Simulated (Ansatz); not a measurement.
Defect migration in rutile-type MgF2: interstitial Mg, charge state +2. The step: several atoms move together, Mg the farthest; the atom moves 1.55 Å along (0.00, 0.00, 0.50) of the unit cell; the moving atom starts with neighbours 2 F at 1.89, 4 F at 2.01 Å and ends with 2 F at 1.89, 4 F at 2.01 Å. A PBE band in Ansatz (plane-wave PAW, the Γ point alone, 72 host sites, 17 SCF runs with any check of the saddle's order, static, no finite-size correction) gives a forward barrier of 0.45 eV. The saddle point's order was not checked, and it lies on a symmetry element of the cell, where a band can be held. The charge state is imposed; whether it is stable for some Fermi level was not computed. Sites that were not tried may lie lower.

Single points at the band's start and saddle point can refine it. Rough cost of one point, in units of the band's mean SCF on the same machine:

| Level | Cost of one point |
|---|---|
| PBE, a 2×2×2 k-point mesh shifted by half a step | about 8 |
| r2SCAN at 500 eV, the Γ point alone | about 3 |

Problem. Which of these move the barrier by more than 0.1 eV, and how far does each move it?

Solution. Not one does. PBE, a 2×2×2 k-point mesh shifted by half a step: 0.00 eV; r2SCAN at 500 eV, the Γ point alone: +0.05 eV. Each functional is compared with PBE at the same k-points.

Ansatz is an electronic-structure program.
